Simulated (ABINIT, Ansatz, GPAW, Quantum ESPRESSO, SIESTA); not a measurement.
## One structure in several programs: Ru (P6_3/mmc, 2 atoms in the cell)

Self-consistent single point.

```
CELL_PARAMETERS angstrom
      2.75576     0.00000     0.00000
     -1.37788     2.38656     0.00000
      0.00000     0.00000     4.34365
ATOMIC_POSITIONS crystal
  Ru 0.33333 0.66667 0.25000
  Ru 0.66667 0.33333 0.75000
```

All programs got the same cell, k-point mesh and kind of occupations (in Ansatz's words: kpoints.mp_grid.grid = 18 18 10; scf.occupations.method = gaussian; scf.occupations.width = 0.0073 Ry); potentials, basis and cutoffs are each program's usual ones.

```
code                                                                                                                                model  pressure (GPa)  k-points       cutoff
----------------  -----------------------------------------------------------------------------------------------------------------------  --------------  --------  -----------
Quantum ESPRESSO                                                                           PBE, GBRV 1.5 ultrasoft (PBE) pseudopotentials          -10.96       222        40 Ry
SIESTA            GGA PBE, numerical atomic orbitals DZP, PseudoDojo PBE standard norm-conserving potentials (rewritten from UPF to PSML)          -10.04      1724  grid 300 Ry
Ansatz                                                                                                                     PBE, PAW files          -10.78       222      30.9 Ry
ABINIT                                                                                                        PBE, PAW (JTH v2.0 PBE PAW)          -10.55       222        20 Ha
GPAW                                                                                         PBE, GPAW PAW datasets PBE (gpaw-data 1.0.1)          -11.13       222       600 eV
```

The spread over the programs that give each value: pressure within 1.09 GPa.

The starting cell comes from a database of computed structures (which also holds hypothetical and non-ambient phases and stackings), without a prior relaxation at this level. Its lattice was rescaled by a random factor within 2.5 % of one. On Ansatz's run: Spin polarisation is off. In the base run, with a pressure of about -11 GPa the cell is away from its equilibrium volume at this level.

Q: Why do the programs differ, and what cannot be compared?

A: Differences of this kind can come from the potentials, where these differ, and from what each basis and cutoff leave unconverged. The zero of total energies and Fermi levels follows the potentials and each program's conventions, so they are not compared here. SIESTA uses small atom-centred bases, whose incompleteness enters pressures, forces and empty levels differently from a plane-wave cutoff. Ansatz's pressure is given at a fixed set of plane waves, as the other plane-wave codes print theirs; with its correction for the finite basis it is -10.57 GPa (the shift of 0.21 GPa shows how far the cutoff is from converged). Ansatz's smearing width was typed in Ry to four decimals, so it matches the others to a few per cent. The programs reduce the same mesh by symmetry to different extents, which changes the work and not the result.

Left out of this page: Elk and FLEUR (not drawn, or without a comparable value).

Ansatz is a first-principles code.

Keys are those of Ansatz 0.2.
